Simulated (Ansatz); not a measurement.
Take ZnO (space group P4_2/mnm, No. 136; a = 5.516 Å, c = 3.240 Å; a cell from a computed database, its experimental status unchecked) as the base. Axes: x, y, z lie along a, b, c of the conventional cell.

One thing is altered: the symmetric strain tensor [0.0001 0.0056 -0.0052; 0.0056 0.0129 0.0002; -0.0052 0.0002 -0.0018]; the atoms relax in the strained cell.

Levels (all Ansatz, a program for electronic structure, PAW): PBEsol (420 eV, scalar-relativistic without spin-orbit coupling); r2SCAN (500 eV, spin-orbit coupling left out).

The geometry is relaxed with PBEsol.

| Item | Result |
|---|---|
| PBEsol pressure | -1.36 GPa |
| PBEsol band gap | 0.68 eV |
| PBEsol width of the top valence band | 1.35 eV |

**Question.** How does going to r2SCAN change the pressure, band gap and width of the top valence band?

**Answer.** The pressure rises by 0.27 GPa to -1.09 GPa; the band gap rises by 0.497 eV to 1.17 eV; the width of the top valence band rises by 0.04 eV, from 1.35 eV to 1.39 eV.

Single points use the geometry relaxed with PBEsol. Their cutoffs differ, which shifts pressures a little. Whether these cells are dynamically stable was not tested. This is not the structure that ZnO has at room temperature and ambient pressure.
